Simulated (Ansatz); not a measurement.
Sr(OH)2 (Pnma, No. 62; cell taken from a computed entry) was calculated with r²SCAN-D4 (Ansatz, an electronic-structure program, plane waves, PAW).

Run with plane-wave cutoff 500 eV, 4×10×8 k mesh (along the axes of the cell as run), gaussian smearing 0.02 eV, scalar-relativistic PAW data made under PBE.

Computed at the level's own relaxed cell.

Q: Estimate the equilibrium volume per atom and band gap that the calculation returns.

A: 
equilibrium volume per atom: 11.50 Å³/atom
band gap: 4.83 eV (on the SCF k mesh)

Note: the relaxation could not lower the start's symmetry, so the cell can be a saddle point above a distorted one.

Spin–orbit coupling is not included.

Computed values are for the static lattice.

Computing time: very roughly 28 core-minutes.
